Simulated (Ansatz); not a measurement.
**What biaxial strain −2.50 %, plane normal [001], relaxed out of plane does to Si**

Base system: Si in the diamond structure (space group Fd-3m, No. 227; a = 5.444 Å). Axes: x, y, z lie along the cube axes.

One thing is altered: biaxial strain −2.50 %, plane normal [001], relaxed out of plane (Cartesian); in-plane vectors clamped, the third vector and the atoms free.

All numbers come from Ansatz (a program for electronic structure) r2SCAN, scalar-relativistic without spin-orbit coupling. Γ-centred 10×10×10 mesh, Fermi–Dirac width 0.05 eV.

| quantity | base | changed | shift |
|---|---|---|---|
| volume per atom | 20.17 Å³ | 19.53 Å³ | -0.646 Å³ |
| shortest interatomic distance | 2.357 Å | 2.333 Å | -0.024 Å |
| energy relative to the base (free energy F) | 0 meV/atom | +15 meV/atom | +15 meV/atom |
| pressure (mean of the normal stresses, compression positive) | 0.0 kbar | 33.1 kbar | +33.1 kbar |
| band gap | 0.78 eV | 0.47 eV | -0.31 eV |
| gap character | – | indirect, Γ → Γ–X (87 % along) | – |
| smallest direct gap | 2.74 eV | 2.59 eV | -0.15 eV |
| electron mass | 0.91 mₑ along k, 0.19 mₑ across (off the special points) | 0.89 mₑ along k, 0.19 mₑ across (off the special points) | – |
| valence-band top at Γ (three highest levels, from the VBM) | 0.00, 0.00, 0.00 eV | 0.00, 0.00, -0.35 eV | – |
| valley order (the lowest conduction-band minima on the path, energy above the VBM, named in the base's zone) | a point along ⟨100⟩, about 1.0 Å⁻¹ from Γ 0.78 eV; L along ⟨111⟩ 1.84 eV | a point along [100], about 1.0 Å⁻¹ from Γ 0.47 eV; a point along [001], about 1.0 Å⁻¹ from Γ 0.87 eV; L along [1-1-1] 1.75 eV | – |
| out-of-plane strain | – | +1.83 % | – |
| ratio −ε⊥/ε∥ | – | 0.73 | – |
| mean in-plane stress (compression positive) | – | +5.0 GPa | – |

Final structure (turned so that z lies along the plane normal):

```
Si
1.0
    3.75347     0.00000     0.00000
    0.00000     3.75347     0.00000
    1.87673    -1.87673     2.77184
Si
2
Direct
  0.00000   0.00000   0.00000
  0.75000   0.75000   0.50000
```

Masses are band curvatures over ±0.01 Å⁻¹ around the edge. Along k means along the line from Γ to the band edge. No phonon test of stability was made. k-point labels follow each cell's own Brillouin zone.
